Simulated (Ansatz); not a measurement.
The reference is NaCl in the rock salt structure (space group Fm-3m, No. 225).

```
CELL_PARAMETERS angstrom
      0.00000     2.80073     2.80073
      2.80073     0.00000     2.80073
      2.80073     2.80073     0.00000
ATOMIC_POSITIONS crystal
  Na 0.00000 0.00000 0.00000
  Cl 0.50000 0.50000 0.50000
```

Computed with PBEsol (Ansatz, a quantum-chemistry and plane-wave program; PAW; 420 eV plane waves; scalar-relativistic without spin-orbit coupling).

For the base:

The electron mass is 0.39 mₑ (at Γ) and the band gap is 5.01 eV. The pressure is 0.01 GPa.

One thing is altered: every lattice vector is stretched by 2.00 %; the atoms relax in the strained cell.

**Question.** Estimate the effect on the energy relative to the base.

**Answer.** The energy goes up by 5.9 meV/atom.

**Question.** Estimate the effect on the electron mass.

**Answer.** The electron mass becomes 0.40 mₑ (at Γ) (base: 0.39 mₑ (at Γ)).

**Question.** What does the calculation give for the band gap after the change?

**Answer.** The band gap shrinks by 0.21 eV, from 5.01 eV to 4.80 eV.

**Question.** Predict the new pressure.

**Answer.** The pressure decreases by 1.34 GPa (0.01 GPa → -1.33 GPa).

Effective masses come from finite differences of ±0.01 Å⁻¹. No phonon test of stability was made.
